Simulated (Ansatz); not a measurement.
The starting structures come from a database of crystals and need not be the phases stable at ambient conditions.

By PBEsol, the system below comes out a metal.

A figure of merit of an interconnect metal is its ballistic conductance per area.

Here is the system:

```xyz
10
Lattice="3.3627 0.0000 0.0000 0.0000 6.7659 0.0000 0.0000 0.0000 6.7659" Properties=species:S:1:pos:R:3 pbc="T T T"
Si     0.0000     4.2912     0.9082
Si     0.0000     2.4747     5.8576
Si     0.0000     0.9082     2.4747
Si     0.0000     5.8576     4.2912
Mo     0.0000     3.3829     3.3829
Mo     0.0000     0.0000     0.0000
Mo     1.6813     1.0911     4.4740
Mo     1.6813     5.6748     2.2919
Mo     1.6813     4.4740     5.6748
Mo     1.6813     2.2919     1.0911
```

Space group of this cell: P4/mbm. The cell is strained (all lengths scaled by 1.02); by PBEsol its mean pressure is -18.1 GPa.

The current flows along the normal of the first two printed cell vectors, the (100) plane of the conventional cell. No spin-orbit coupling; the value is a mean over 0.1 eV about the Fermi level.

**Question.** State the ballistic conductance per area according to PBEsol (Ansatz, a first-principles code).

**Answer.** 0.64 × 10¹⁵ S/m² for both spins.
